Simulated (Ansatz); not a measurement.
metastable zinc-blende AlN: the defect Cu_Al

Computed with PBE, PAW (plane waves to 420 eV; Ansatz, a program for electronic structure). The supercell holds 64 host sites (2×2×2 repeats of the unit cell), with a 2×2×2 shifted k-point sampling for the final energies. Site at the start: the Al site. Finite-size correction: monopole term and site-potential alignment. Dielectric constants: PBE linear response of the host. Host gap at this level: 3.31 eV. A cell of this size leaves errors of a few tenths of an eV. The semilocal functional narrows the gap, so deep levels can fall outside it. Spin–orbit coupling is left out, and no Hubbard U is applied to the open shells. Each state is the lowest found from its start.

Formation energies E_f are given with the Fermi level at the valence-band maximum. Chemical conditions: Al-rich (Δμ(Al) = 0.00 eV, Δμ(Cu) = -0.48 eV, bounded by CuAl2 (I4/mcm); only phases computed here count, gases as isolated molecules at 0 K). Reference phases: Al: fcc Al, Cu: fcc Cu.

```
charge         moment (μB)  largest move off a lattice site (Å)  image correction with alignment (eV)  E_f, Al-rich (eV)  above the lowest spin state (eV)
------  ------------------  -----------------------------------  ------------------------------------  -----------------  --------------------------------
+1                     3.0                                 0.06                                  0.32               5.99                              0.00
+1                     3.0                                 0.06                                  0.32               5.99                              0.00
0†                     2.0                                 0.09                                  0.00               6.43                              0.00
0†      not spin-polarised                                 0.10                                  0.00               6.67                              0.25
−1                     1.0                                 0.13                                  0.14               7.78                              0.00
−2      not spin-polarised                                 0.17                                  0.75              10.14                              0.00
```

† Not settled in this cell, so no level is given: charge 0: a level filled in part.

Starting moments that weren't kept: charge +1 began with 1 μB and ended with 3.0.

Transition levels above the valence-band maximum: ε(−1/−2) = 2.37 eV. With a charge missing or unsettled, these needn't be thermodynamic levels.

Flagged in the runs: a doubtful potential alignment.
